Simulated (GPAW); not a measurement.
# Input and output of a self-consistent single point for KCaCl₃ (Cm, 5 atoms in the cell) (GPAW)

Computed with PBEsol, GPAW PAW datasets PBEsol (made by gpaw-setup) (plane waves; GPAW 25.7.0).

This input was run:

```python
from ase import Atoms
from ase.units import GPa
from gpaw import GPAW, PW, FermiDirac

atoms = Atoms(['K', 'Ca', 'Cl', 'Cl', 'Cl'],
              cell=[[3.822865, -3.824315, 0.000000],
                    [3.822865, 3.824315, 0.000000],
                    [-0.000528, 0.000000, 5.406520]],
              scaled_positions=[[0.998050, 0.998050, 0.999980],
                                [0.497890, 0.497890, 0.485210],
                                [0.495520, 0.999420, 0.482780],
                                [0.999420, 0.495520, 0.482780],
                                [0.507290, 0.507290, 0.985140]],
              pbc=True)

calc = GPAW(mode=PW(600),
            xc='PBEsol',
            kpts=(3, 3, 3),
            occupations=FermiDirac(0.0),
            nbands=-4,
            convergence={'forces': 0.001, 'bands': -2},
            symmetry={'symmorphic': False, 'tolerance': 0.0005},
            maxiter=100)

atoms.calc = calc

energy = atoms.get_potential_energy()
print('Energy (eV):', round(energy, 6))
forces = atoms.get_forces()
print('Forces (eV/Ang):')
print(forces.round(5))
stress = atoms.get_stress()
print('Stress (GPa, Voigt):', (stress / GPa).round(4))
```

Output (repeated stretches shortened):

```
Input parameters:
  convergence: {bands: -2,
                forces: 0.001}
  kpts: [3 3 3]
  maxiter: 100
  mode: {ecut: 600.0,
         name: pw}
  nbands: -4
  occupations: {fixmagmom: False,
                name: fermi-dirac,
                width: 0.0}
  symmetry: {symmorphic: False,
             tolerance: 0.0005}
  xc: PBEsol

species:
  K:
    name: Potassium
    Z: 19.0
    valence: 9
    core: 10
    charge: 0.0
    file: K.PBEsol.gz

    # Using partial waves for K as LCAO basis

  Ca:
    name: Calcium
    Z: 20.0
    valence: 10
    core: 10
    charge: 0.0
    file: Ca.PBEsol.gz

    # Using partial waves for Ca as LCAO basis

  Cl:
    name: Chlorine
    Z: 17.0
    valence: 7
    core: 10
    charge: 0.0
    file: Cl.PBEsol.gz

    # Using partial waves for Cl as LCAO basis

Reference energy: -72456.290706  # eV

Spin-paired calculation

Convergence criteria:
 Maximum [total energy] change in last 3 cyles: 0.0005 eV / valence electron
 Maximum integral of absolute [dens]ity change: 0.0001 electrons / valence electron
 Maximum integral of absolute [eigenst]ate change: 4e-08 eV^2 / valence electron
 Maximum change in the atomic [forces] across last 2 cycles: 0.001 eV/Ang OR
Maximum error relative to the maximum force is below inf
 Maximum number of scf [iter]ations: 100

Symmetries present (total): 2
Symmetries with fractional translations: 0
27 k-points: 3 x 3 x 3 Monkhorst-Pack grid
10 k-points in the irreducible part of the Brillouin zone
       k-points in crystal coordinates                weights
   0:     0.00000000    0.00000000    0.00000000          1/27
   1:     0.00000000    0.00000000    0.33333333          2/27
   2:     0.33333333   -0.33333333    0.00000000          2/27
   [... 7 lines left out ...]

Wave functions: Plane wave expansion
  Cutoff energy: 600.000 eV
  Number of coefficients (min, max): 5254, 5315
  Pulay-stress correction: 0.000000 eV/Ang^3 (de/decut=0.000000)

Occupation numbers: # Zero width

Eigensolver

Densities:
  Coarse grid: 32*32*32 grid
  Fine grid: 64*64*64 grid
  Total Charge: 0.000000

Density mixing:
  Method: separate
  Backend: pulay
  Linear mixing parameter: 0.05
  old densities: 5
  Damping of long wavelength oscillations: 50

Hamiltonian:
  XC and Coulomb potentials evaluated on a 64*64*64 grid
  External potential:
    NoExternalPotential

XC parameters: PBEsol with 2 nearest neighbor stencil

Number of atoms: 5
Number of atomic orbitals: 22
Number of bands in calculation: 24
Number of valence electrons: 40
Bands to converge: 22

Density initialized from atomic densities
  22 bands from LCAO basis set
  2 bands from random numbers

Atomic positions and initial magnetic moments

Positions:
   0 K      7.630293    0.000000    5.406412    ( 0.0000,  0.0000,  0.0000)
   1 Ca     3.806476   -0.000000    2.623298    ( 0.0000,  0.0000,  0.0000)
   2 Cl     5.714699    1.927072    2.610160    ( 0.0000,  0.0000,  0.0000)
   3 Cl     5.714699   -1.927072    2.610160    ( 0.0000,  0.0000,  0.0000)
   4 Cl     3.878082   -0.000000    5.326179    ( 0.0000,  0.0000,  0.0000)

Unit cell:
           periodic     x           y           z      points  spacing
  1. axis:    yes    3.822865   -3.824315    0.000000    32     0.1690
  2. axis:    yes    3.822865    3.824315    0.000000    32     0.1690
  3. axis:    yes   -0.000528    0.000000    5.406520    32     0.1690

  Lengths:   5.407373   5.407373   5.406520
  Angles:   90.003956  90.003956  90.021728

Effective grid spacing dv^(1/3) = 0.1690

     iter     time        total  log10-change:
                         energy   eigst   dens  force
iter:   1 --:--:--   -20.616526   +0.30
iter:   2 --:--:--   -20.659080   -0.34  -1.28
iter:   3 --:--:--   -20.495622   -0.73  -1.34
iter:   4 --:--:--   -20.429499   -0.85  -1.46
iter:   5 --:--:--   -20.406970   -1.14  -1.70
iter:   6 --:--:--   -20.408454   -1.30  -2.34
iter:   7 --:--:--   -20.409624c  -0.89  -2.46
iter:   8 --:--:--   -20.404969c  -1.37  -2.37
iter:   9 --:--:--   -20.405133c  -1.73  -3.14
iter:  10 --:--:--   -20.404961c  -1.95  -2.99
iter:  11 --:--:--   -20.404936c  -2.00  -3.31
iter:  12 --:--:--   -20.404934c  -2.02  -3.81
iter:  13 --:--:--   -20.404933c  -1.62  -3.84
iter:  14 --:--:--   -20.404934c  -1.52  -3.87
iter:  15 --:--:--   -20.404935c  -1.61  -3.84
iter:  16 --:--:--   -20.404938c  -1.58  -3.95
iter:  17 --:--:--   -20.404936c  -1.60  -3.97
iter:  18 --:--:--   -20.404935c  -1.32  -4.14c
iter:  19 --:--:--   -20.404935c  -1.82  -4.30c
iter:  20 --:--:--   -20.404937c  -2.23  -4.32c
iter:  21 --:--:--   -20.404936c  -2.49  -4.35c
iter:  22 --:--:--   -20.404936c  -2.69  -4.77c
iter:  23 --:--:--   -20.404936c  -2.65  -4.80c
   [... 58 lines left out ...]
iter:  82 --:--:--   -20.404936c  -6.96  -12.78c
iter:  83 --:--:--   -20.404936c  -7.09  -12.85c
iter:  84 --:--:--   -20.404936c  -7.18  -12.90c
iter:  85 --:--:--   -20.404936c  -7.27  -13.04c
iter:  86 --:--:--   -20.404936c  -7.34  -13.15c
iter:  87 --:--:--   -20.404936c  -7.45c -13.30c
iter:  88 --:--:--   -20.404936c  -7.55c -13.71c -11.66c

Converged after 88 iterations.

Dipole moment: (0.801703, 0.000000, 4.765008) |e|*Ang

Energy contributions relative to reference atoms: (reference = -72456.290706)

Kinetic:        +12.215323
Potential:      -11.579474
External:        +0.000000
XC:             -19.874969
Entropy (-ST):   +0.000000
Local:           -1.165817
SIC:             +0.000000
--------------------------
Free energy:    -20.404936
Extrapolated:   -20.404936

Showing only first 2 kpts
 Kpt  Band  Eigenvalues  Occupancy
  0    18     -0.40473    2.00000
  0    19     -0.40383    2.00000
  0    20      4.51995    0.00000
  0    21      5.42708    0.00000

  1    18     -0.48360    2.00000
  1    19     -0.48322    2.00000
  1    20      5.52031    0.00000
  1    21      5.53613    0.00000

Fermi level: 2.13479

Gap: 4.770 eV
Transition (v -> c):
  (s=0, k=9, n=19, [0.33, 0.33, 0.33]) -> (s=0, k=0, n=20, [0.00, 0.00, 0.00])
Direct/indirect transitions are different
Direct gap: 4.924 eV
Transition at: (s=0, k=0, n=19, [0.00, 0.00, 0.00])
Energy (eV): -20.404936

Forces in eV/Ang:
  0 K    -0.01330    0.00000    0.02474
  1 Ca    0.04971    0.00000    0.01147
  2 Cl   -0.01175   -0.01358   -0.01676
  3 Cl   -0.01175    0.01358   -0.01676
  4 Cl   -0.01291    0.00000   -0.00269

Stress tensor:
     0.008077     0.000000     0.000012
     0.000000     0.008035     0.000000
     0.000012     0.000000     0.008077
Stress (GPa, Voigt): [1.2941 1.2874 1.294  0.     0.0019 0.    ]
```

The run converged in 88 iterations. GPAW prints stress with tension positive.

The starting cell comes from a database of computed structures (which also holds hypothetical and non-ambient phases and stackings), without a prior relaxation at this level. Another mesh or the band path of this cell gives a smaller gap, so this value is not converged in the mesh.

Cost on one core of a shared machine: roughly 60 s.
